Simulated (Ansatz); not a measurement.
Take InP in the CsCl type structure (space group Pm-3m, No. 221; a = 3.388 Å; a hypothetical phase, not in the database extracts checked; relaxed with 0.1 eV smearing) as the base. Axes: x, y, z lie along the cube axes.

It is then changed as follows: uniaxial stress, 0.5 GPa tension along z; all other stress components relax to zero.

Levels (all Ansatz, a program for electronic structure, PAW): PBEsol (420 eV, spin-orbit coupling left out); r2SCAN (500 eV, no SOC).

The geometry is relaxed with PBEsol.

- PBEsol pressure: -0.2 GPa

Task: Predict the pressure from r2SCAN.

Result: The pressure goes up by 2.44 GPa, from -0.2 GPa to 2.3 GPa.

Single points use the geometry relaxed with PBEsol. Their cutoffs differ, which shifts pressures a little. Load acts through the strain it causes; cell and atoms are relaxed under it. Beyond what the load breaks, stability against distortions was not tested. The final runs are not spin-polarised.
